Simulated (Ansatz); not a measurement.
Bi2Te2S (R3m, No. 160, 5 atoms in the cell; start mp-1227335; a measured phase of this formula has another space group), treated with LDA in Ansatz (PAW).

Numerical settings: plane-wave cutoff 520 eV, 10×10×10 k mesh, Fermi–Dirac smearing 0.01 eV, scalar-relativistic PAW data made under PBE.

Cell (relaxed at this level):

Space group R3m, hexagonal axes (No. 160); a = 4.2291 Å, b = 4.2291 Å, c = 28.6305 Å, α = 90.00°, β = 90.00°, γ = 120.00°

| atom | site | symmetry | x | y | z |
|---|---|---|---|---|---|
| Bi | 3a | 3m | 0.0000 | 0.0000 | 0.5968 |
| Bi | 3a | 3m | 0.0000 | 0.0000 | 0.4082 |
| Te | 3a | 3m | 0.0000 | 0.0000 | 0.0049 |
| Te | 3a | 3m | 0.0000 | 0.0000 | 0.2022 |
| S | 3a | 3m | 0.0000 | 0.0000 | 0.7879 |
(The calculation used a cell of 5 atoms; values per cell refer to that cell.)

Give the computed band gap and bulk modulus.


- band gap = 0.46 eV (on the SCF k mesh)
- bulk modulus = 43.1 GPa

Note: the relaxation could not lower the start's symmetry, so the cell can be a saddle point above a distorted one; the bulk modulus is −V dP/dV from two relaxed cells at ±2 % in volume.

Spin–orbit coupling is not included; with these elements it can move the gap by several tenths of an eV or more.

The computed numbers hold no vibrational or temperature effects.

A start named mp-… is a Materials Project structure, which need not be a measured phase.

Ansatz is a program for electronic structure.
